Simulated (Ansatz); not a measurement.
BN: response to strain

Start from BN in the zinc blende structure (space group F-43m, No. 216; a = 3.581 Å).

Strains are applied to the cell and any free atomic positions relax.

Method: plane-wave PAW DFT at the LDA level (Ansatz, an electronic-structure program, 420 eV), no spin-orbit coupling.

```json
[
 {"isotropic strain (%)": "-3", "band gap (eV)": "4.50"},
 {"isotropic strain (%)": "-2.5", "band gap (eV)": "?"},
 {"isotropic strain (%)": "-2", "band gap (eV)": "4.46"},
 {"isotropic strain (%)": "-1", "band gap (eV)": "4.43"},
 {"isotropic strain (%)": "-0.5", "band gap (eV)": "4.41"},
 {"isotropic strain (%)": "0", "band gap (eV)": "4.39"},
 {"isotropic strain (%)": "0.5", "band gap (eV)": "4.38"},
 {"isotropic strain (%)": "1.5", "band gap (eV)": "4.34"},
 {"isotropic strain (%)": "2.5", "band gap (eV)": "4.30"}
]
```

### Question
Fit E_g = E₀ + Dε (ε in %) to the rows shown and predict the withheld row.

### Answer
Least squares on the printed values gives E₀ = 4.39 eV, D = -35.7 meV per % of strain (largest residual 0.01 eV); this predicts 4.48 eV, and the run gives 4.48 eV, in agreement.

No phonon test of stability was made.
